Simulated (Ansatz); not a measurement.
Hypothetical fluorite TeO2: alloy series

The reference is TeO2 in the fluorite structure (space group Fm-3m, No. 225; a = 5.386 Å; a hypothetical phase, not in the database extracts checked).

The other end (x = 1) is TeF$_{2}$ in the fluorite structure (space group Fm-3m, No. 225; a hypothetical phase, not in the database extracts checked): 17.41 Å³/atom, gap zero; this end may not be an ambient phase.

F replaces a fraction x of O; each row is one arrangement (x, atoms in the cell, starting space group or random), fully relaxed.

Method: Ansatz (a program for electronic structure), PBE, PAW, cutoff 420 eV, without spin-orbit coupling.

Notes on the quantities. mixing energy: to 0.01 eV only: unlike meshes or grids; against an end that may be hypothetical; deviation of the volume from the linear: Vegard-type) interpolation.

| variant | density | mixing energy | deviation of the volume from the linear |
|---|---|---|---|
| base | 6.79 g/cm³ | – | – |
| x(F) = 0.25, 6 atoms, P-4m2 | 6.39 g/cm³ | 0.00 eV/atom | -1.1 % |
| x(F) = 0.5, 6 atoms, R-3m | 5.77 g/cm³ | -0.14 eV/atom | +2.5 % |
| x(F) = 0.5, 6 atoms, P4_2/mmc | 6.03 g/cm³ | +0.07 eV/atom | -1.9 % |
| x(F) = 0.75, 6 atoms, P-4m2 | 5.59 g/cm³ | +0.02 eV/atom | -0.4 % |

Each cell is one ordered arrangement of few atoms, which overstates ordering effects compared with a random alloy. With Te present, leaving out spin-orbit coupling can change the band edges. No phonon test of stability was made. The final runs are not spin-polarised. An odd electron count without spin: Te2O3F and Te2OF3. Te2OF3 has a high density of states at the Fermi level and may be magnetic at this level. The zero or small gap of TeF2 can change with the level of theory.
